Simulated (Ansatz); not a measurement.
## Pressure series in hypothetical P6_422 BeS

Take BeS (space group P6_422, No. 181; a = 3.424 Å, c = 7.746 Å; a hypothetical phase, not in the database extracts checked) as the base.

Cell and atoms are relaxed at each pressure.

All numbers come from PBEsol/PAW in Ansatz (an electronic-structure program), scalar-relativistic without spin-orbit coupling.

Notes on the quantities. band gap: an upper bound: an edge found on the path is not a true extremum; the base alone.

```tsv
case	band gap	density
base	2.48 eV	2.60 g/cm³
pressure 0.7 GPa	2.47 eV	2.62 g/cm³
pressure 1.5 GPa	2.46 eV	2.64 g/cm³
pressure 3 GPa	2.43 eV	___
pressure 5 GPa	2.39 eV	___
pressure 7.5 GPa	2.34 eV	2.77 g/cm³
pressure 10 GPa	2.29 eV	2.82 g/cm³
```

### Question
Complete the table.

### Answer

- pressure 3 GPa, density: 2.67 g/cm³
- pressure 5 GPa, density: 2.72 g/cm³

Load acts through the strain it causes; cell and atoms are relaxed under it. No phonon test of stability was made. Competing high-pressure phases were not computed. The base started in P3_121 and relaxed to P6_422 at this level.
